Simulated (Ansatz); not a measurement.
An Ansatz (a quantum-chemistry and plane-wave program) run: MgB2 with a change (pressure 0.3 GPa); Ansatz, PBEsol, PAW, cutoff 420 eV, spin-orbit coupling left out, earlier PAW set.

Input:

Ansatz 0.2 input:
```yaml
crystal:
  lattice:
    - [3.0631019616, 0, 0]
    - [-1.5315509808, 2.6527241131, 0]
    - [0, 0, 3.4999666224]
  atoms:
    - { symbol: Mg, position: [0, 0, 0] }
    - { symbol: B, position: [0.3333333333, 0.6666666667, 0.5] }
    - { symbol: B, position: [0.6666666667, 0.3333333333, 0.5] }
basis: { ecutwfc: 420, ecutrho_ratio: 4, xc_grid: 2, fft_grid_basis: typed }
kpoints: { mp_grid: { grid: [17, 17, 13] } }
hamiltonian:
  xc: pbesol
  dispersion: none
  pseudopotentials: { azcp: { folder: ./paw }, kind: paw }
scf: { occupations: { method: fermi_dirac, width: 0.05 } }
relax: { f_tol: 0.01, max_steps: 60, cell: { stress_tol: 0.02, p_target: 0.3 } }
output: { forces: true, stress: true }
checkpoint: { write: state.ck, write_every: 1000 }
```

Output (explanatory and most iteration lines left out):

```
Relaxation: its limit of steps is 60 (relax.max_steps)
Pseudopotential: Mg, paw, valence charge 10
Pseudopotential: B, paw, valence charge 3
Crystal: 3 atoms, lattice volume = 28.439 Å³
Basis set: ecut = 420 eV, 563 PW (Γ), exchange–correlation on 48×48×48 points (8 copies of the dense FFT grid, shifted against one another)
Bands: 12, of which v1, the nominal top of the filled ones, is band 8 counted from 1 (7 counted from 0)
Symmetry: 24 space group operations
Space group: P6/mmm (ITA 191), of the structure as read, at distance tolerance 3.1e-5 Å
k-points: 231 of 3757
Functional: x = pbesol(κ = 0.804, μ = 0.12345679012345678), c = pbesol(β = 0.046)
SCF iter   1: F=—  HF=-2218.801844 eV  |F-HF|=—  |Δ(HF+E_count)|=         —  Δρ=7.75e-2  dr2=2.84e0  ethr=3.10e-3  ⟨swp⟩=5.5  Hψ=14721  notcnv=0
SCF iter   2: F=—  HF=-2218.181288 eV  |F-HF|=—  |Δ(HF+E_count)|=   6.21e-1  Δρ=4.59e-2  dr2=1.11e0  ethr=3.10e-3  ⟨swp⟩=2.0  Hψ=5631  notcnv=0  defer=1
SCF 1 converged in 7 iterations: F = -2217.796143 eV  dr2 = 9.32e-9
relax step   1: F+E_penalty+E_count = -2217.79614267 eV  Δ(F+E_penalty+E_count) = +0.000e0 eV  max|allowed force component| = 2.467e-17 eV/Å  Δτ_max = 0.0000 Å  P = -0.008 GPa  Ω = 28.439 Å³  (7 SCF iters, dr2 threshold 1.00e-7 eV, accepted)
[... steps on the carried basis left out ...]
relax step   4: F+E_penalty+E_count = -2217.79609046 eV  Δ(F+E_penalty+E_count) = +4.025e-5 eV  max|allowed force component| = 1.850e-17 eV/Å  Δτ_max = 0.0000 Å  P = +0.301 GPa  Ω = 28.380 Å³  stress off target by 7.27e-3 GPa  SCF on the basis re-selected at this cell (its energy is not comparable with the rows above)  (5 SCF iters)
SCF converged after 5 iterations
Free energy (F): -2217.796090 eV
Internal energy: -2217.790562 eV  (E = F + TS)
E sigma→0 (E₀):  -2217.793326 eV
Entropy (-TS):   -0.005528 eV (-1.843 meV/atom)
Fermi energy:    9.342210 eV
--- Forces (eV/Å), atoms counted from 1 ---
  atom   1  Mg     0.00000000     0.00000000     0.00000000
  atom   2  B     -0.00000000     0.00000000     0.00000000
  atom   3  B     -0.00000000     0.00000000     0.00000000
--- Stress (GPa, compression-positive) ---
        0.304715       0.000000       0.000000
        0.000000       0.304715       0.000000
        0.000000       0.000000       0.292734
  P = ⅓ Tr σ = 0.3007 GPa (3.007 kbar)
--- Relaxed structure (3 steps of the walk, 3 accepted, 1 SCFs on fresh bases) ---
  cell:  # Å, volume = 28.3799 Å³
    - [3.061410545452307, 0.0, 0.0]
    - [-1.5307052727261534, 2.6512593037752725, 0.0]
    - [0.0, 0.0, 3.496533930869665]
  atoms:
    - { symbol: Mg, position: [-4.792588237983071e-35, 8.06688547011554e-36, 0.0] }
    - { symbol: B, position: [0.33333333333333326, 0.6666666666666665, 0.4999999999999999] }
    - { symbol: B, position: [0.6666666666666666, 0.33333333333333326, 0.4999999999999999] }
```

Load acts through the strain it causes; cell and atoms are relaxed under it. Whether these cells are dynamically stable was not tested. All final runs are without spin polarisation. The cell was made from MgB₂ (space group P6/mmm, No. 191) by this change: pressure 0.3 GPa.
